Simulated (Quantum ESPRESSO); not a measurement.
A self-consistent single point of V3Sn (Pm-3n, 8 atoms in the cell) with Quantum ESPRESSO.

Method of the run: LDA (PZ), GBRV 1.5 ultrasoft (LDA) pseudopotentials (plane waves; Quantum ESPRESSO).

The change in words: lattice scaled by 0.98. Reference geometry:
```
CELL_PARAMETERS angstrom
      4.81661     0.00000     0.00000
      0.00000     4.81661     0.00000
      0.00000     0.00000     4.81661
ATOMIC_POSITIONS crystal
  V  0.50000 0.25000 0.00000
  V  0.50000 0.75000 0.00000
  V  0.25000 0.00000 0.50000
  V  0.75000 0.00000 0.50000
  V  0.00000 0.50000 0.25000
  V  0.00000 0.50000 0.75000
  Sn 0.50000 0.50000 0.50000
  Sn 0.00000 0.00000 0.00000
```

Reference input (self-consistent single point, DFT, LDA (PZ), plane waves, GBRV 1.5 ultrasoft (LDA) pseudopotentials): ecutwfc = 50 Ry; ecutrho = 400 Ry; occupations = smearing; smearing = fd; degauss = 0.0073499 Ry; potentials = {V: v_lda_v1.4.uspp.F.UPF, Sn: sn_lda_v1.4.uspp.F.UPF}; K_POINTS = automatic 5 5 5 0 0 0; conv_thr = 1e-10 Ry. This run's input differs from it in these lines:

```diff
@@ -10,3 +10,3 @@
     ibrav = 1,
-    A = 4.8166070000,
+    A = 4.7202750000,
     nat = 8,
```

Output (repeated stretches shortened):

```
     Self-consistent Calculation

     iteration #  1     ecut=    50.00 Ry     beta= 0.70

     negative rho (up, down):  4.248E-03 0.000E+00

     total energy              =   -1187.84776551 Ry
     estimated scf accuracy    <       1.29522720 Ry

     iteration #  2     ecut=    50.00 Ry     beta= 0.70

     negative rho (up, down):  3.634E-03 0.000E+00

     total energy              =   -1188.17791258 Ry
     estimated scf accuracy    <       0.50956777 Ry

     iteration #  3     ecut=    50.00 Ry     beta= 0.70

     negative rho (up, down):  3.731E-03 0.000E+00

     total energy              =   -1188.30933343 Ry
     estimated scf accuracy    <       0.06335734 Ry

   [... 9 blocks of this kind left out ...]

     iteration # 13     ecut=    50.00 Ry     beta= 0.70

     negative rho (up, down):  3.790E-03 0.000E+00

     total energy              =   -1188.32091033 Ry
     estimated scf accuracy    <          5.1E-09 Ry

     iteration # 14     ecut=    50.00 Ry     beta= 0.70

     negative rho (up, down):  3.790E-03 0.000E+00
     End of self-consistent calculation

     the Fermi energy is    18.7221 ev

!    total energy              =   -1188.32091034 Ry
     estimated scf accuracy    <          2.6E-11 Ry
     smearing contrib. (-TS)   =      -0.02565769 Ry
     internal energy E=F+TS    =   -1188.29525264 Ry

     convergence has been achieved in  14 iterations

     negative rho (up, down):  3.790E-03 0.000E+00

     Forces acting on atoms (cartesian axes, Ry/au):

     atom    1 type  1   force =     0.00000000    0.00000000   -0.00000000
   [... zero for the other atoms too ...]

     Total force =     0.000000     Total SCF correction =     0.000000

     negative rho (up, down):  3.790E-03 0.000E+00
          total   stress  (Ry/bohr**3)                   (kbar)     P=      178.20
   0.00121136   0.00000000   0.00000000          178.20        0.00        0.00
   0.00000000   0.00121136   0.00000000            0.00      178.20        0.00
   0.00000000   0.00000000   0.00121136            0.00        0.00      178.20

   JOB DONE.
```

The run converged in 14 iterations. Against the reference run the free energy rises by 59.0 meV/atom and the pressure goes from 3.49 to 17.82 GPa.

The starting cell comes from a database of computed structures (which also holds hypothetical and non-ambient phases and stackings), without a prior relaxation at this level. Its lattice was rescaled by a random factor within 2.5 % of one. For this run, on top of that: lattice scaled by 0.98. Spin polarisation is off. With a pressure of about 18 GPa the cell is away from its equilibrium volume at this level.

Cost on one core of a shared machine: roughly 2 min.
